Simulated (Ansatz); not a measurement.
Consider Sn in the diamond structure (space group Fd-3m, No. 227; a = 6.568 Å).

Method: r2SCAN in Ansatz (plane waves to 500 eV, PAW, no spin-orbit coupling), earlier PAW set.

Before the change:

Gap character: absent
Band gap: zero

It is then changed as follows: cell and atoms relaxed at a pressure of 15 GPa.

### Question
What does the calculation give for the gap character after the change?

### Answer
The gap character changes from absent to indirect, Γ → Γ–X (77 % along).

### Question
Predict the new band gap.

### Answer
The band gap changes from zero to 0.47 eV.

Load acts through the strain it causes; cell and atoms are relaxed under it. No phonon test of stability was made. Tetrahedral semiconductors of this kind turn to denser phases somewhere between about 1 and 50 GPa; those were not computed, so compressed cells here can lie past the real transition.

Ansatz is a first-principles code.
